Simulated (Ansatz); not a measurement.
# CdTe: response to strain

Take CdTe in the zinc blende structure (space group F-43m, No. 216) as the base.

```
CdTe
1.0
    0.00000     3.27889     3.27889
    3.27889     0.00000     3.27889
    3.27889     3.27889     0.00000
Cd Te
1 1
Direct
  0.00000   0.00000   0.00000
  0.25000   0.25000   0.25000
```

Cartesian axes are those of the cell as printed.

Strains are applied to the cell and any free atomic positions relax; under biaxial strain the out-of-plane vector relaxes too.

Method: plane-wave PAW DFT at the r2SCAN level (Ansatz, a first-principles code, 500 eV), scalar-relativistic without spin-orbit coupling.

Notes on the quantities. energy relative to the base: free energy F.

```csv
case,energy relative to the base,out-of-plane strain,shortest interatomic distance
base,0 meV/atom,–,2.840 Å
"biaxial strain −3.00 %, plane normal [001], relaxed out of plane",[?],[?],2.821 Å
"biaxial strain −2.50 %, plane normal [001], relaxed out of plane",+5.7 meV/atom,+3.27 %,2.824 Å
"biaxial strain −2.00 %, plane normal [001], relaxed out of plane",+3.6 meV/atom,+2.63 %,2.827 Å
"biaxial strain −1.50 %, plane normal [001], relaxed out of plane",+2.0 meV/atom,+1.98 %,2.830 Å
"biaxial strain −1.00 %, plane normal [001], relaxed out of plane",[?],+1.32 %,2.833 Å
"biaxial strain −0.50 %, plane normal [001], relaxed out of plane",+0.2 meV/atom,+0.66 %,[?]
```

**Question.** Complete the table.

**Answer.** 
- biaxial strain −3.00 %, plane normal [001], relaxed out of plane, energy relative to the base: +8.4 meV/atom
- biaxial strain −3.00 %, plane normal [001], relaxed out of plane, out-of-plane strain: +3.91 %
- biaxial strain −1.00 %, plane normal [001], relaxed out of plane, energy relative to the base: +0.9 meV/atom
- biaxial strain −0.50 %, plane normal [001], relaxed out of plane, shortest interatomic distance: 2.836 Å

Stability against distortions was not tested.
